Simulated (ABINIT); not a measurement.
Troubleshooting ABINIT: a failed run on ScH3 (I4/mmm, 4 atoms in the cell). The aim is a self-consistent single point with DFT, LDA (PW92), plane waves, norm-conserving pseudopotentials (PseudoDojo nc-sr-04 LDA standard).

Cell that was meant: a = 3.3895 Å, b = 3.3895 Å, c = 3.3895 Å, α = 121.32°, β = 121.32°, γ = 87.73°.

Part of the input:

```
# ScH3, PseudoDojo nc-sr-04 LDA standard
pp_dirpath "./"
pseudos "H.upf, Sc.upf"
acell 6.4052037244 6.4052037244 6.4052037244
rprim
        -0.4899781552    0.4899781552    0.7210012585
```

The program printed (abridged):

```
=======================================================
 invars1m : enter jdtset= 0
  xred   is defined in input file
 ingeo: takes atomic coordinates from input array xred

--- !COMMENT
src_file: m_symfind.F90
src_line: 823
message: |
    The tolerance on symmetries =   1.000E-05 is bigger than 1.0e-8.
    In order to avoid spurious effects, the atomic coordinates have been
    symmetrized before storing them in the dataset internal variable.
    So, do not be surprised by the fact that your input variables (xcart, xred, ...)
    do not correspond exactly to the ones echoed by ABINIT, the latter being used to do the calculations.
    This is not a problem per se.
    Still, in order to avoid this symmetrization (e.g. for specific debugging/development), decrease tolsym to 1.0e-8 or lower,
    or (much preferred) use input primitive vectors that are accurate to better than 1.0e-8.
    This message will only be printed once, even if there are other datasets where tolsym is bigger than 1.0e-8.
...

 symlatt: the Bravais lattice is tI (body-centered tetragonal)
 symspgr: spgroup= 139  I4/m m m   (=D4h^17)
 symspgr: optical characteristics = uniaxial
 Optical axis (in reduced coordinates, real space ) :  -1  -1   0
 Slater exchange
 P. A. M. Dirac, Math. Proc. Cambridge Philos. Soc. 26, 376 (1930)
 F. Bloch, Z. Phys. 57, 545 (1929)
 Perdew & Wang
 J. P. Perdew and Y. Wang, Phys. Rev. B 45, 13244 (1992)

--- !ERROR
src_file: m_dtset.F90
src_line: 1287
mpi_rank: 0
message: |
    Initialization of occ variables with occopt: 3
    There are not enough bands to get charge balance right with nelect:  3.4000E+01
    Action: modify input file
    (check the pseudopotential charges, the variable cellcharge, the variable jellslab,
    and the declared number of bands, nband)
...

 abinit_abort: decision taken to exit. Check above messages for more info
Abort(13) on node 0 (rank 0 in comm 0): application called MPI_Abort(MPI_COMM_WORLD, 13) - process 0

--- !ERROR
src_file: m_dtset.F90
src_line: 1287
mpi_rank: 0
message: |
    Initialization of occ variables with occopt: 3
    There are not enough bands to get charge balance right with nelect:  3.4000E+01
    Action: modify input file
    (check the pseudopotential charges, the variable cellcharge, the variable jellslab,
    and the declared number of bands, nband)
...
```

### Question
From the messages shown, name the fault and mend the input.

### Answer
The fault is potential files assigned to the wrong elements; here the program stops on it instead of giving results. To fix it, match the files to the elements. The program stopped before any SCF iteration.

An input that runs soundly differs in these lines (not the only fix; some lines may just follow from the change or write a value another way):
```diff
-pseudos "H.upf, Sc.upf"
+pseudos "Sc.upf, H.upf"
```

With that input, the run converged in 9 iterations: free energy E − TS -1365.14 eV; Fermi level (on the code's own zero) 8.32 eV; pressure -6.94 GPa (DFT, LDA (PW92), plane waves, norm-conserving pseudopotentials (PseudoDojo nc-sr-04 LDA standard)).

On the sound input: the starting cell comes from a database of computed structures (which also holds hypothetical and non-ambient phases and stackings), without a prior relaxation at this level. With a pressure of about -7 GPa the cell is away from its equilibrium volume at this level.
